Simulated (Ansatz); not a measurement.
The starting structures come from a database of crystals and need not be the phases stable at ambient conditions.

Input:

```
AlInSb2
1.0
    4.50617     0.00000     0.00000
    0.00000     4.50617     0.00000
    0.00000     0.00000     6.34882
Al In Sb
1 1 2
Cartesian
  0.00000   0.00000   0.00000
  2.25309   2.25309   3.17441
  0.00000   2.25309   1.48162
  2.25309   0.00000   4.86720
```

Space group of this cell: P-4m2. The cell is taken as given.

Transport runs along the normal of the first two printed cell vectors, the (001) plane of the conventional cell.

No gap correction and no spin-orbit coupling; mid-gap values are interpolated between computed energies.

Question: State the band gap and the smallest decay constant κ at mid-gap according to r2SCAN (Ansatz, a quantum-chemistry and plane-wave program).

Answer: Gap 0.94 eV on a 8×8×6 mesh; κ = 0.071 1/Å, at the zone centre.
